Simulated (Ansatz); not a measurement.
For Al2Cu (I4/mcm, No. 140), LDA (plane waves, PAW; Ansatz, an electronic-structure program) gives:

```
Property                                 Value
------------------------------  --------------
equilibrium lattice constant a         5.939 Å
c axis length                          4.776 Å
enthalpy of formation           -0.189 eV/atom
```

Task: What does HSE06 (Ansatz, plane waves, PAW) give for the same quantities?

Result: 
- lattice constant a: 6.067 Å (goes up by 2.2 %)
- lattice parameter c: 4.815 Å (increases by 0.8 %)
- formation enthalpy: -0.150 eV/atom (moves by +0.039 eV/atom)

Changes are worked out from the printed values.

Unless a cell is named, each level is at its own relaxed cell (LDA 14.04, HSE06 14.77 Å³/atom).

Caveats: hybrids on metals are sensitive to the k mesh and can open a false gap (HSE06). Ansatz's density-functional and Hartree–Fock values are scalar-relativistic unless marked +SOC, with PAW data made under PBE.
